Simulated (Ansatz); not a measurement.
For MgO (model structure, started from the BeO type, P4₂/mnm, No. 136, 8 atoms in the cell), PBE (Ansatz, a quantum-chemistry and plane-wave program, plane waves, PAW) gives:

* **equilibrium lattice constant a**: 5.564 Å
* **c axis length**: 3.293 Å
* **cohesive energy**: 4.91 eV/atom

Question: What does r²SCAN+rVV10 (Ansatz, plane waves, PAW) give for the same quantities?

Answer: 
- lattice constant a: 5.482 Å (decreases by 1.5 %)
- lattice parameter c: 3.265 Å (falls by 0.9 %)
- cohesive energy: 5.20 eV/atom (rises by 0.29 eV/atom)

Changes are worked out from the printed values.

Unless a cell is named, each level is at its own relaxed cell (PBE 12.74, r²SCAN+rVV10 12.27 Å³/atom).

Ansatz's density-functional and Hartree–Fock values are scalar-relativistic unless marked +SOC, with PAW data made under PBE.

A model structure was made by putting elements into a prototype or built by hand; it is no filed structure, need not be a known phase, and can be a saddle point held by its symmetry.
